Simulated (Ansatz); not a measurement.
**ZrSe2, response to strain**

The parent structure is ZrSe$_{2}$ in the CdI2 type structure (space group P-3m1, No. 164; a = 3.660 Å, c = 5.841 Å; layered, stacked along the Cartesian z axis; relaxed with 0.1 eV smearing). Axes: x lies along a and z along c of the hexagonal cell.

Strains are applied to the cell and any free atomic positions relax; under biaxial strain the out-of-plane vector relaxes too.

Computed with PBEsol-D3(BJ) in Ansatz (plane waves to 420 eV, PAW, no spin-orbit coupling), earlier PAW set.

Notes on the quantities. energy relative to the base: free energy F.

```json
[
 {"change": "base", "energy relative to the base": "0 meV/atom", "space group": "P-3m1 (No. 164)", "volume per atom": "22.59 Å³"},
 {"change": "biaxial strain +2.27 %, plane normal [001], relaxed out of plane", "energy relative to the base": "–", "space group": "P-3m1 (No. 164)", "volume per atom": "?"},
 {"change": "isotropic strain −3.65 %", "energy relative to the base": "+47 meV/atom", "space group": "P-3m1 (No. 164)", "volume per atom": "20.20 Å³"},
 {"change": "isotropic strain +1.22 %", "energy relative to the base": "+4.2 meV/atom", "space group": "P-3m1 (No. 164)", "volume per atom": "23.42 Å³"},
 {"change": "uniaxial strain ε_xx = −0.69 %", "energy relative to the base": "+0.4 meV/atom", "space group": "C2/m (No. 12)", "volume per atom": "22.43 Å³"},
 {"change": "uniaxial strain ε_yy = −0.65 %", "energy relative to the base": "+0.3 meV/atom", "space group": "C2/m (No. 12)", "volume per atom": "22.44 Å³"}
]
```

Question: What belongs in the blanks?

Answer: 
- biaxial strain +2.27 %, plane normal [001], relaxed out of plane, volume per atom: 23.41 Å³

Whether these cells are dynamically stable was not tested. All final runs are without spin polarisation.

Ansatz is a quantum-chemistry and plane-wave program.
